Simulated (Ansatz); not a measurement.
Start from MgO in the rock salt structure (space group Fm-3m, No. 225; a = 4.2044 Å). Axes: x, y, z lie along the cube axes.

All numbers come from r2SCAN in Ansatz (plane waves to 500 eV, PAW, scalar-relativistic without spin-orbit coupling).

Before the change:

The valence-band top at Γ is 0.00, 0.00, 0.00 eV. The shortest interatomic distance is 210.2 pm and the electron mass is 0.36 mₑ (at Γ).

Modification: the cell is compressed by 1.50 % along z with no lateral relaxation, atoms relaxed at fixed cell.

Q: How does this affect the valence-band top at Γ, shortest interatomic distance, electron mass and stress?

A: The valence-band top at Γ (three highest levels, from the VBM) becomes 0.00, 0.00, -0.03 eV (base: 0.00, 0.00, 0.00 eV); the shortest interatomic distance decreases by 3.15 pm (210.2 pm → 207.1 pm); the electron mass changes from 0.36 mₑ (at Γ) to 0.37 mₑ (at Γ); the stress (xx, yy, zz, yz, xz, xy; compression positive) is (1.47, 1.47, 5.12, 0.00, 0.00, 0.00) GPa.

The levels and masses belong to the bands next to the band gap. The cells carry an imposed strain or load. Masses are band curvatures over ±0.01 Å⁻¹ around the edge. Whether these cells are dynamically stable was not tested.

Ansatz is an electronic-structure program.
